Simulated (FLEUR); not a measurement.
Band structure of NaH2Pd3 (Cmmm, 6 atoms in the cell).

```xyz
6
Lattice="2.8266 -4.3103 0.0000 2.8266 4.3103 0.0000 0.0000 0.0000 2.8136" Properties=species:S:1:pos:R:3 pbc="T T T"
Na     2.8266     0.0000     0.0000
H      2.8266     2.4514     0.0000
H      2.8266    -2.4514     0.0000
Pd     0.0000     0.0000     0.0000
Pd     1.4133    -2.1552     1.4068
Pd     1.4133     2.1552     1.4068
```

Method of the run: PBEsol, all-electron FLAPW (FLEUR), scalar-relativistic valence.

Settings: Kmax = 4.7 1/bohr; GmaxXC = 18.8 1/bohr; xcFunctional = PBEs; jspins = 1; l_soc = F; mode = hist; fermiSmearingEnergy = 0.00367493 Htr; mesh (inpgen div1-3) = 5 5 8; inpgen gamma flag = true; Gmax = 18.8 1/bohr; numbands = 0; maxIterBroyd = 15; imix = Anderson; alpha = 0.05.

The starting cell comes from a database of computed structures (which also holds hypothetical and non-ambient phases and stackings), without a prior relaxation at this level. Spin polarisation is off. Values depend on the basis (sphere radii, cutoffs, local orbitals), which need not be converged.

Levels in eV from the Fermi level, bands 27 to 34:
```csv
point,27,28,29,30,31,32,33,34
Γ,-1.05,-0.40,-0.35,-0.30,1.31,1.96,4.25,5.25
X,-1.57,-1.24,-0.88,-0.85,-0.67,3.11,6.21,6.76
S,-1.41,-1.37,-1.07,-0.37,0.78,2.35,5.62,6.32
R,-0.35,-0.35,0.03,1.62,2.01,3.49,5.41,5.90
A,-0.54,-0.44,-0.20,1.81,1.96,3.25,4.17,5.49
Z,-1.29,-0.05,0.34,1.82,4.37,4.86,5.54,6.87
Y,-1.35,-1.30,-1.04,-1.03,-0.45,1.76,6.68,8.19
X1,-1.57,-1.24,-0.88,-0.85,-0.67,3.11,6.21,6.76
A1,-0.54,-0.44,-0.20,1.81,1.96,3.25,4.17,5.49
T,-0.35,-0.27,-0.05,1.19,3.04,3.23,4.18,4.69
```
